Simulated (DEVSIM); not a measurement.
System: Cr/HfO2/SiO2/n-Si capacitor, at 250 K.

| layer (left to right) | material | thickness (nm) | Nd (cm⁻³) |
|---|---|---|---|
| 1 | HfO2 | 9.00 | - |
| 2 | SiO2 | 1.00 | - |
| 3 | Si | 340 | 2.9e18 |

Metal gate on the left, work function 4.5 eV. Fixed charge at the semiconductor interface -5.1e11 cm⁻² (in units of +e); no interface traps.

This is a model device: material constants are rounded textbook-type values typed into the input, and sizes, dopings and lifetimes were drawn at random. Values at 300 K; Nc and Nv go as T^1.5, mobilities as T to minus their exponent, the gap by Varshni's rule with the affinity fixed.

```
parameter         HfO2  SiO2        Si
----------------  ----  ----  --------
gap (eV)           5.7     9     1.124
affinity (eV)      2.5   0.9      4.05
permittivity        22   3.9      11.7
Nc (cm⁻³)            -     -   2.86e19
Nv (cm⁻³)            -     -    3.1e19
Varshni α (eV/K)     -     -  0.000473
Varshni β (K)        -     -       636
```

Simulated with DEVSIM: 1D Poisson equation in equilibrium, Boltzmann statistics, complete ionisation; no quantum confinement or tunnelling. Metal contacts follow the ideal Schottky-Mott rule: no Fermi-level pinning, no interface dipoles.

Task: Tabulate band edges, carrier densities and field at -0.6 V on the gate.

Result: Energies count from the Fermi level of the right contact; mesh points crowd at the junctions.

```json
[
 {"x (μm)": "0.000", "Ec (eV)": "2.600", "Ev (eV)": "-3.100", "n (cm⁻³)": "< 1e2", "p (cm⁻³)": "< 1e2", "field (V/cm)": "-320000"},
 {"x (μm)": "0.0009605", "Ec (eV)": "2.569", "Ev (eV)": "-3.131", "n (cm⁻³)": "< 1e2", "p (cm⁻³)": "< 1e2", "field (V/cm)": "-320000"},
 {"x (μm)": "0.002607", "Ec (eV)": "2.517", "Ev (eV)": "-3.183", "n (cm⁻³)": "< 1e2", "p (cm⁻³)": "< 1e2", "field (V/cm)": "-320000"},
 {"x (μm)": "0.005078", "Ec (eV)": "2.438", "Ev (eV)": "-3.263", "n (cm⁻³)": "< 1e2", "p (cm⁻³)": "< 1e2", "field (V/cm)": "-320000"},
 {"x (μm)": "0.007707", "Ec (eV)": "2.353", "Ev (eV)": "-3.347", "n (cm⁻³)": "< 1e2", "p (cm⁻³)": "< 1e2", "field (V/cm)": "-320000"},
 {"x (μm)": "0.008793", "Ec (eV)": "2.319", "Ev (eV)": "-3.381", "n (cm⁻³)": "< 1e2", "p (cm⁻³)": "< 1e2", "field (V/cm)": "-320000"},
 {"x (μm)": "0.009414", "Ec (eV)": "3.834", "Ev (eV)": "-5.165", "n (cm⁻³)": "< 1e2", "p (cm⁻³)": "< 1e2", "field (V/cm)": "-1800000"},
 {"x (μm)": "0.01008", "Ec (eV)": "0.575", "Ev (eV)": "-0.561", "n (cm⁻³)": "5.6e7", "p (cm⁻³)": "1.1e8", "field (V/cm)": "-680000"},
 {"x (μm)": "0.01120", "Ec (eV)": "0.502", "Ev (eV)": "-0.634", "n (cm⁻³)": "1.7e9", "p (cm⁻³)": "3900000", "field (V/cm)": "-630000"},
 {"x (μm)": "0.01348", "Ec (eV)": "0.371", "Ev (eV)": "-0.765", "n (cm⁻³)": "7.2e11", "p (cm⁻³)": "8900", "field (V/cm)": "-520000"},
 {"x (μm)": "0.01764", "Ec (eV)": "0.192", "Ev (eV)": "-0.944", "n (cm⁻³)": "3.0e15", "p (cm⁻³)": "< 1e2", "field (V/cm)": "-340000"},
 {"x (μm)": "0.02996", "Ec (eV)": "0.045", "Ev (eV)": "-1.091", "n (cm⁻³)": "2.7e18", "p (cm⁻³)": "< 1e2", "field (V/cm)": "-7200"},
 {"x (μm)": "0.04890", "Ec (eV)": "0.043", "Ev (eV)": "-1.093", "n (cm⁻³)": "2.9e18", "p (cm⁻³)": "< 1e2", "field (V/cm)": "≈ 0"},
 {"x (μm)": "0.08478", "Ec (eV)": "0.043", "Ev (eV)": "-1.093", "n (cm⁻³)": "2.9e18", "p (cm⁻³)": "< 1e2", "field (V/cm)": "≈ 0"},
 {"x (μm)": "0.1857", "Ec (eV)": "0.043", "Ev (eV)": "-1.093", "n (cm⁻³)": "2.9e18", "p (cm⁻³)": "< 1e2", "field (V/cm)": "≈ 0"},
 {"x (μm)": "0.2639", "Ec (eV)": "0.043", "Ev (eV)": "-1.093", "n (cm⁻³)": "2.9e18", "p (cm⁻³)": "< 1e2", "field (V/cm)": "≈ 0"},
 {"x (μm)": "0.3066", "Ec (eV)": "0.043", "Ev (eV)": "-1.093", "n (cm⁻³)": "2.9e18", "p (cm⁻³)": "< 1e2", "field (V/cm)": "≈ 0"},
 {"x (μm)": "0.3277", "Ec (eV)": "0.043", "Ev (eV)": "-1.093", "n (cm⁻³)": "2.9e18", "p (cm⁻³)": "< 1e2", "field (V/cm)": "≈ 0"},
 {"x (μm)": "0.3414", "Ec (eV)": "0.043", "Ev (eV)": "-1.093", "n (cm⁻³)": "2.9e18", "p (cm⁻³)": "< 1e2", "field (V/cm)": "≈ 0"},
 {"x (μm)": "0.3460", "Ec (eV)": "0.043", "Ev (eV)": "-1.093", "n (cm⁻³)": "2.9e18", "p (cm⁻³)": "< 1e2", "field (V/cm)": "≈ 0"},
 {"x (μm)": "0.3484", "Ec (eV)": "0.043", "Ev (eV)": "-1.093", "n (cm⁻³)": "2.9e18", "p (cm⁻³)": "< 1e2", "field (V/cm)": "≈ 0"},
 {"x (μm)": "0.3500", "Ec (eV)": "0.043", "Ev (eV)": "-1.093", "n (cm⁻³)": "2.9e18", "p (cm⁻³)": "< 1e2", "field (V/cm)": "≈ 0"}
]
```
